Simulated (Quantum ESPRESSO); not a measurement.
A self-consistent single point of ZnS (P6_3mc, 20 atoms in the cell) with Quantum ESPRESSO.

Computed with PBE, PSlibrary ultrasoft (PBE) pseudopotentials (plane waves; Quantum ESPRESSO 7.5).

```
CELL_PARAMETERS angstrom
      3.80732     0.00000     0.00000
     -1.90366     3.29724     0.00000
      0.00000     0.00000    31.14240
ATOMIC_POSITIONS crystal
  Zn 0.66667 0.33333 0.20000
  Zn 0.33333 0.66667 0.70000
  Zn 0.00000 0.00000 0.80000
  Zn 0.00000 0.00000 0.30000
  Zn 0.66667 0.33333 0.90000
  Zn 0.33333 0.66667 0.40000
  Zn 0.33333 0.66667 0.10010
  Zn 0.66667 0.33333 0.60010
  Zn 0.00000 0.00000 0.00010
  Zn 0.00000 0.00000 0.50010
  S  0.66667 0.33333 0.27490
  S  0.33333 0.66667 0.77490
  S  0.00000 0.00000 0.07500
  S  0.00000 0.00000 0.57500
  S  0.66667 0.33333 0.67500
  S  0.33333 0.66667 0.17500
  S  0.00000 0.00000 0.87490
  S  0.00000 0.00000 0.37490
  S  0.33333 0.66667 0.47510
  S  0.66667 0.33333 0.97510
```

Reference input (self-consistent single point, DFT, PBE, plane waves, PSlibrary ultrasoft (PBE) pseudopotentials): ecutwfc = 50 Ry; ecutrho = 300 Ry; occupations = fixed; potentials = {Zn: Zn.pbe-dn-rrkjus_psl.1.0.0.UPF, S: S.pbe-n-rrkjus_psl.1.0.0.UPF}; K_POINTS = automatic 5 5 1 0 0 0; nbnd = 94; conv_thr = 1e-10 Ry. This run's input differs from it in these lines:

```diff
@@ -47,3 +47,3 @@
 K_POINTS automatic
-5 5 1  0 0 0
+8 8 1  0 0 0
```

Output, abridged:

```
     Self-consistent Calculation

     iteration #  1     ecut=    50.00 Ry     beta= 0.70

     Threshold (ethr) on eigenvalues was too large:
     Diagonalizing with lowered threshold

     total energy              =   -1693.81282097 Ry
     estimated scf accuracy    <       0.56851695 Ry

     iteration #  2     ecut=    50.00 Ry     beta= 0.70

     total energy              =   -1693.95066212 Ry
     estimated scf accuracy    <       0.08614193 Ry

     iteration #  3     ecut=    50.00 Ry     beta= 0.70

     total energy              =   -1693.96698351 Ry
     estimated scf accuracy    <       0.01551269 Ry

   [... 10 blocks of this kind left out ...]

     iteration # 14     ecut=    50.00 Ry     beta= 0.70

     total energy              =   -1693.97167371 Ry
     estimated scf accuracy    <          4.8E-10 Ry

     iteration # 15     ecut=    50.00 Ry     beta= 0.70
     End of self-consistent calculation

     highest occupied, lowest unoccupied level (ev):     5.9417    8.0957

!    total energy              =   -1693.97167371 Ry
     estimated scf accuracy    <          5.5E-11 Ry

     convergence has been achieved in  15 iterations

     Forces acting on atoms (cartesian axes, Ry/au):

     atom    1 type  1   force =    -0.00000000   -0.00000000   -0.00000986
     atom    2 type  1   force =     0.00000000   -0.00000000   -0.00000986
     atom    3 type  1   force =     0.00000000    0.00000000   -0.00044133
     atom    4 type  1   force =     0.00000000    0.00000000   -0.00044133
     atom    5 type  1   force =     0.00000000   -0.00000000    0.00067222
     atom    6 type  1   force =    -0.00000000    0.00000000    0.00067222
   [... lines left out ...]

     Total force =     0.002007     Total SCF correction =     0.000027

          total   stress  (Ry/bohr**3)                   (kbar)     P=       15.06
   0.00010412   0.00000000   0.00000000           15.32        0.00        0.00
   0.00000000   0.00010412   0.00000000            0.00       15.32        0.00
   0.00000000   0.00000000   0.00009894            0.00        0.00       14.55

   JOB DONE.
```

The run converged in 15 iterations. Against the reference run the free energy falls by 2.9 meV/atom, the pressure hardly changes (1.55 to 1.51 GPa), the largest force moves little (0.021 to 0.017 eV/Å) and the gap on the mesh moves little (2.152 to 2.154 eV). The full log also holds: “c_bands:  3 eigenvalues not converged”. The full log also holds: “c_bands:  2 eigenvalues not converged”.

The starting cell comes from a database of computed structures (which also holds hypothetical and non-ambient phases and stackings), without a prior relaxation at this level.

Cost on one core of a shared machine: roughly 8 min.
